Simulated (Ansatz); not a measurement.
## Pressure series in Ga2O3

The reference is Ga$_{2}$O$_{3}$ (space group C2/m, No. 12; a = 12.256 Å, b = 3.039 Å, c = 5.808 Å, α = γ = 90.00°, β = 103.81°).

Cell and atoms are relaxed at each pressure.

Method: r2SCAN in Ansatz (plane waves to 500 eV, PAW, scalar-relativistic without spin-orbit coupling).

Candidates:
(a) pressure 4.5 GPa
(b) pressure 15 GPa
(c) pressure 9 GPa
(d) pressure 0.9 GPa

Base values:

```
Item       Result
--------  -------
Band gap  3.02 eV
```

Problem. Order them by band gap, highest first.

Solution. (b) pressure 15 GPa (3.63 eV), (c) pressure 9 GPa (3.40 eV), (a) pressure 4.5 GPa (3.22 eV), (d) pressure 0.9 GPa (3.06 eV)

Load acts through the strain it causes; cell and atoms are relaxed under it. Stability against distortions was not tested. Competing high-pressure phases were not computed.

Ansatz is a quantum-chemistry and plane-wave program.
